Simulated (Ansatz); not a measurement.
Carrier properties of CdS (P6_3mc)

Given:

```xyz
4
Lattice="4.1238 0.0000 0.0000 -2.0619 3.5713 0.0000 0.0000 0.0000 6.7100" Properties=species:S:1:pos:R:3 pbc="T T T"
Cd     0.0000     2.3809    -0.0051
Cd     2.0619     1.1904     3.3499
S      0.0000     2.3809     2.5213
S      2.0619     1.1904     5.8763
```

Method: r2SCAN with spin-orbit coupling, rigid bands (plane waves, PAW; Ansatz, a quantum-chemistry and plane-wave program). Cell: cell and atoms relaxed with PBEsol.

```json
{
 "band_gap": "1.69 eV",
 "electron conductivity mass (300 K, dilute)": "0.177 (x), 0.177 (y), 0.163 (z) mₑ",
 "hole conductivity mass (300 K, dilute)": "1.16 (x), 1.16 (y), 1.51 (z) mₑ",
 "effective density of states N_c (300 K)": "1.8e18 cm⁻³",
 "effective density of states N_v (300 K)": "4.8e19 cm⁻³",
 "density_of_states_mass_electrons": "0.172 mₑ",
 "density_of_states_mass_holes": "1.54 mₑ",
 "Seebeck coefficient, n-type 1e19 cm⁻³, 300 K": "-101 μV/K",
 "best n-type power factor at 300 K for τ = 10 fs (best axis; densities from 1e16 to 1e21 cm⁻³ tried, whether or not they can be reached)": "1.66 μW/(cm·K²) at 1e19 cm⁻³",
 "Seebeck coefficient, p-type 1e19 cm⁻³, 300 K": "382 μV/K",
 "best p-type power factor at 300 K for τ = 10 fs (best axis; densities from 1e16 to 1e21 cm⁻³ tried, whether or not they can be reached)": "11.4 μW/(cm·K²) at 3e20 cm⁻³"
}
```

Rigid bands; masses and Seebeck coefficients take one relaxation time τ for all states and one kind of carrier; polarons and phonon drag are left out. Geometry: cell and atoms relaxed with PBEsol.
